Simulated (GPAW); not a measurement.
Band structure of TiFeH2 (Pmc2_1, 8 atoms in the cell).

```
TiFeH2
1.0
    2.80811     0.00000     0.00000
    0.00000     4.73793     0.00000
    0.00000     0.00000     4.55451
Ti Fe H
2 2 4
Cartesian
  1.40406   1.42053   1.32054
  1.40406   3.31740   3.59779
  0.00000   0.88614   3.59661
  0.00000   3.85180   1.31935
  1.40406   4.41793   2.04734
  1.40406   0.32000   4.32460
  0.00000   2.26738   2.51796
  0.00000   2.47055   0.24071
```

Method: LDA (Perdew-Wang 92), GPAW PAW datasets LDA (gpaw-data 1.0.1) (plane waves; GPAW).

Settings: mode = pw; ecut = 850 eV; xc = LDA; kpts = 8 5 5; mesh shift (steps) = 0 0 0; occupations.name = methfessel-paxton; occupations.width = 0.1 eV; occupations.order = 0; nbands = -14; convergence.density = 1e-05 e/electron; convergence.energy = 1e-05 eV/electron; symmetry.symmorphic = false; symmetry.tolerance = 0.0005; maxiter = 100.

The starting cell comes from a database of computed structures (which also holds hypothetical and non-ambient phases and stackings), without a prior relaxation at this level. Its lattice was rescaled by a random factor within 2.5 % of one. Spin polarisation is off.

Levels in eV from the Fermi level, bands 19 to 26:
```
point     19     20     21     22     23     24    25    26
-----  -----  -----  -----  -----  -----  -----  ----  ----
Γ      -0.93  -0.66  -0.59  -0.50   0.11   0.30  0.63  1.89
X      -1.33  -1.13  -0.43  -0.35  -0.14   0.39  0.93  1.08
S      -1.40  -1.40  -0.16  -0.16   0.60   0.60  0.65  0.65
Y      -0.80  -0.80  -0.45  -0.45  -0.16  -0.16  0.97  0.97
Z      -0.85  -0.52  -0.46  -0.40  -0.19   0.00  0.43  0.85
U      -1.25  -0.98  -0.62   0.16   0.50   0.67  1.02  1.94
R      -1.27  -1.27  -0.32  -0.32   0.66   0.66  1.13  1.13
T      -0.81  -0.81  -0.78  -0.78  -0.28  -0.28  0.84  0.84
```

Bands cross the Fermi level along this path, so the cell is metallic at this level.
